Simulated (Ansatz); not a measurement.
Band structure of CaClF (P4/nmm, 6 atoms in the cell).

```xyz
6
Lattice="3.8707 0.0000 0.0000 0.0000 3.8707 0.0000 0.0000 0.0000 6.8324" Properties=species:S:1:pos:R:3 pbc="T T T"
Ca     0.0000     1.9353     5.4989
Ca     1.9353     0.0000     1.3335
Cl     1.9353     0.0000     4.4076
Cl     0.0000     1.9353     2.4248
F      1.9353     1.9353     0.0000
F      0.0000     0.0000     0.0000
```

Method: LDA (PW92), default PAW files made with PBE (plane waves; Ansatz, a quantum-chemistry and plane-wave program).

Settings: basis.ecutwfc = 420 eV; kpoints.mp_grid.grid = 7 7 4; hamiltonian.xc = lda; hamiltonian.pseudopotentials = {kind: paw} (the program's default PAW files); scf.occupations.method = fermi_dirac; scf.occupations.width = 0.05 eV; kpoints.band_path.npoints = 8.

The starting cell comes from a database of computed structures (which also holds hypothetical and non-ambient phases and stackings), without a prior relaxation at this level. Its lattice was rescaled by a random factor within 2.5 % of one.

Q: Predict the gap along the standard path and the places of the band edges.

A: The gap along the path is 5.41 eV, direct at Γ to within 0.01 eV.

Levels in eV from the top of the valence band on the path, bands 21 to 28:
```csv
point,21,22,23,24,25,26,27,28
Γ,-1.08,-0.02,0.00,0.00,5.41,6.07,6.36,6.88
X,-0.61,-0.61,-0.30,-0.30,6.45,6.45,6.93,6.93
M,-0.83,-0.83,-0.59,-0.59,7.01,7.01,7.63,7.63
Z,-0.98,-0.69,-0.04,-0.04,5.94,6.33,6.98,7.02
R,-0.59,-0.59,-0.10,-0.10,6.51,6.51,7.27,7.27
A,-0.78,-0.78,-0.73,-0.73,7.42,7.42,7.56,7.56
```

Keys are those of Ansatz 0.2.
